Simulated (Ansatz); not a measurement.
The starting structures come from a database of crystals and need not be the phases stable at ambient conditions.

## Evanescent states of LuAlO$_{3}$ (P6_3/mmc, not sure to be the ambient phase, 10 atoms a cell, 11.4 Å³ an atom, -2 GPa at this level) along the normal of (001)

All values below come from PBEsol (plane waves, PAW; Ansatz, an electronic-structure program).

The gap is the functional's own, uncorrected, and κ follows it; spin-orbit coupling is left out. Mid-gap values are interpolated between the computed energies.

Energies count from the valence-band top; κ is the least over a 12×12 mesh across the current.

```csv
E (eV),κ (1/Å),where
0.08,0.133,off Γ
0.24,0.223,off Γ
0.40,0.270,Γ
0.56,0.286,Γ
0.72,0.299,Γ
0.88,0.308,Γ
1.04,0.315,Γ
1.20,0.319,Γ
1.36,0.321,Γ
1.52,0.320,Γ
1.68,0.317,Γ
1.84,0.312,Γ
2.00,0.305,Γ
2.16,0.295,Γ
2.32,0.282,Γ
2.48,0.266,Γ
2.64,0.246,Γ
2.80,0.221,Γ
2.96,0.188,Γ
3.12,0.142,Γ
3.28,0.058,Γ
```

Question: How thick must the barrier be to attenuate the transmission by 10^8 when the electrodes' Fermi level lies at 2.00 eV, and what attenuation does that film give at 0.56 eV?

Answer: d = 8 ln 10 / (2 × 0.305) = 30.2 Å. At 0.56 eV it gives 8 × 0.286/0.305 = 7.5 decades.
